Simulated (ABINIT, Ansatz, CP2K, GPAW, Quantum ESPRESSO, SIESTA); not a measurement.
# Code comparison for FeAl (Pm-3m, 2 atoms in the cell)

Self-consistent single point.

```
CELL_PARAMETERS angstrom
      2.91000     0.00000     0.00000
      0.00000     2.91000     0.00000
      0.00000     0.00000     2.91000
ATOMIC_POSITIONS crystal
  Al 0.50000 0.50000 0.50000
  Fe 0.00000 0.00000 0.00000
```

All programs got the same cell, k-point mesh and kind of occupations (in Ansatz's words: kpoints.mp_grid.grid = 11 11 11; scf.occupations.method = fermi_dirac; scf.occupations.width = 0.1 eV); potentials, basis and cutoffs are each program's usual ones.

```
code                                                                                                                                model  pressure (GPa)  k-points       cutoff
----------------  -----------------------------------------------------------------------------------------------------------------------  --------------  --------  -----------
ABINIT                                                           PBE, norm-conserving pseudopotentials (PseudoDojo nc-sr-05 PBE standard)           -6.90        56        90 Ry
SIESTA            GGA PBE, numerical atomic orbitals TZP, PseudoDojo PBE standard norm-conserving potentials (rewritten from UPF to PSML)           -8.08       666  grid 350 Ry
GPAW                                                                                         PBE, GPAW PAW datasets PBE (gpaw-data 1.0.1)           -5.51        56       850 eV
CP2K                                                              PBE, GPW, DZVP-MOLOPT-SR-GTH basis, GTH-PBE potentials (GTH_POTENTIALS)           -7.23       666  grid 600 Ry
Quantum ESPRESSO                                                                          PBE, PSlibrary ultrasoft (PBE) pseudopotentials           -6.67        56        55 Ry
Ansatz                                                                                                             PBE, default PAW files           -6.68        56      default
```

The spread over the programs that give each value: pressure within 2.57 GPa.

The starting cell has typed, rounded lattice constants, without a prior relaxation at this level. On Ansatz's run: Spin polarisation is off. In the base run, with a pressure of about -7 GPa the cell is away from its equilibrium volume at this level.

Why do the programs differ, and what cannot be compared?

Differences of this kind can come from the potentials, where these differ, and from what each basis and cutoff leave unconverged. The valence holds different numbers of electrons (ABINIT 19, SIESTA 19, GPAW 11, CP2K 19, Quantum ESPRESSO 11, Ansatz (an electronic-structure program) 19). The zero of total energies and Fermi levels follows the potentials and each program's conventions, so they are not compared here. SIESTA and CP2K use small atom-centred bases, whose incompleteness enters pressures, forces and empty levels differently from a plane-wave cutoff. Ansatz's pressure is given at a fixed set of plane waves, as the other plane-wave codes print theirs; with its correction for the finite basis it is -6.61 GPa. The programs reduce the same mesh by symmetry to different extents, which changes the work and not the result. In the pressure, SIESTA (by 1.41) and GPAW (by 1.16) lie more than 1 GPa from the median of the plane-wave programs.

Left out of this page: Elk and FLEUR (not drawn, or without a comparable value).

Keys are those of Ansatz 0.2.
